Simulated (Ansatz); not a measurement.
Input:

```xyz
4
Lattice="3.0735 0.0000 0.0000 -1.5368 2.6617 0.0000 0.0000 0.0000 5.0453" Properties=species:S:1:pos:R:3 pbc="T T T"
Si     0.0000     1.7745     2.5206
Si     1.5368     0.8872     5.0432
C      0.0000     1.7745     4.4166
C      1.5368     0.8872     1.8940
```

Space group of this cell: P6_3mc, wurtzite. The cell is taken as given.

These are r2SCAN (plane waves, PAW; Ansatz, an electronic-structure program) values and carry that method's errors.

The current runs along the normal of the first two printed vectors; no spin-orbit coupling. Scaled by the factor s: the length along the current (ions clamped). Meshes 12×12×6 and 12×12 across the current in all rows.

```tsv
s	mean pressure (GPa)	slowest mid-gap decay constant κ (1/Å)
0.97	8.0	?
1.00	0.4	0.243
1.03	-5.6	0.226
```

Q: Take the slope of the slowest mid-gap decay constant κ against ln s from the two given rows, extrapolate to s = 0.97, and say what the run there gives.

A: Slope = (0.226 − 0.243) / ln 1.03 = -0.575 1/Å. The line gives 0.243 + (-0.575) × ln 0.97 = 0.261 1/Å. The run gives 0.259 1/Å, 0.002 1/Å under the line, 9 % of the predicted step.
